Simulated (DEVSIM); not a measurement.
System: illuminated Ge p-on-n cell, one wavelength, at 300 K.

```tsv
layer (left to right)	material	thickness (μm)	Nd (cm⁻³)	Na (cm⁻³)	τn (s)	τp (s)	absorption coefficient (cm⁻¹)
1	Ge	0.140	-	2e18	1.5e-6	5.7e-6	54000
2	Ge	23.0	1e15	-	7.2e-5	7.2e-5	54000
```

Left contact: ohmic, minority electron recombination velocity 3000 cm/s. Right contact: ohmic, minority hole recombination velocity 100 cm/s. Voltage is applied to the left contact. Recombination: SRH at mid-gap, radiative, Auger. Light enters at the left, 1.5e18 photons cm⁻² s⁻¹, one pass, no reflection. Mobility is μmin + (μ − μmin)/(1 + (N/Nref)^α).

The device is made up for the run: typed textbook-type constants, with dimensions and the other settings drawn at random. Values at 300 K.

```
parameter           Ge
-------------  -------
gap (eV)         0.664
affinity (eV)        4
permittivity        16
Nc (cm⁻³)      1.04e19
Nv (cm⁻³)         6e18
μn (cm²/Vs)       3900
μp (cm²/Vs)       1900
μn,min             150
μp,min             100
Nref,n          2.6e17
Nref,p            4e17
αn                0.56
αp                 0.6
B (cm³/s)      6.4e-14
Cn (cm⁶/s)       1e-31
Cp (cm⁶/s)       1e-31
```

Model (solved in DEVSIM): 1D drift-diffusion, Boltzmann statistics, complete ionisation; no tunnelling, impact ionisation, image-force lowering or self-heating.

The doping Na of layer 1 was swept, all else fixed.

| doping Na of layer 1 (cm^-3) | dark forward voltage at 1 A/cm² (V) | open-circuit voltage (V) | dark forward voltage at 100 A/cm² (V) | potential step across the device at zero bias (V) |
|---|---|---|---|---|
| 6e16 | 0.297 | 0.259 | 0.421 | 0.306 |
| 2e17 | 0.304 | 0.266 | 0.430 | 0.337 |
| 6e17 | 0.306 | 0.268 | 0.433 | 0.365 |
| 2e18 | 0.307 | 0.269 | 0.435 | 0.396 |

From the first row to the last the dark forward voltage at 1 A/cm² goes from 0.297 to 0.307. From the first row to the last the open-circuit voltage goes from 0.259 to 0.269.
